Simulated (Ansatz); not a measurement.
Take CaC₂ (space group C2/m, No. 12; a = 7.068 Å, b = 3.777 Å, c = 7.347 Å, α = 90.00°, β = 106.88°, γ = 90.00°; a cell from a computed database, its experimental status unchecked) as the base.

Levels (all Ansatz, a first-principles code, PAW): PBEsol (420 eV, no spin-orbit coupling); r2SCAN (500 eV, spin-orbit coupling left out).

The geometry is relaxed with PBEsol.

* **PBEsol band gap**: 2.07 eV
* **PBEsol width of the top valence band**: 0.52 eV
* **PBEsol pressure**: 0.0 kbar
* **PBEsol smallest direct gap**: 2.58 eV

Q: How does going to r2SCAN change the band gap, width of the top valence band, pressure and smallest direct gap?

A: The band gap grows by 0.467 eV (2.07 eV → 2.53 eV); the width of the top valence band hardly moves (0.52 eV against 0.50 eV); the pressure goes from zero to 11.5 kbar; the smallest direct gap increases by 0.453 eV to 3.04 eV.

Single points use the geometry relaxed with PBEsol. Their cutoffs differ, which shifts pressures a little. Whether these cells are dynamically stable was not tested.
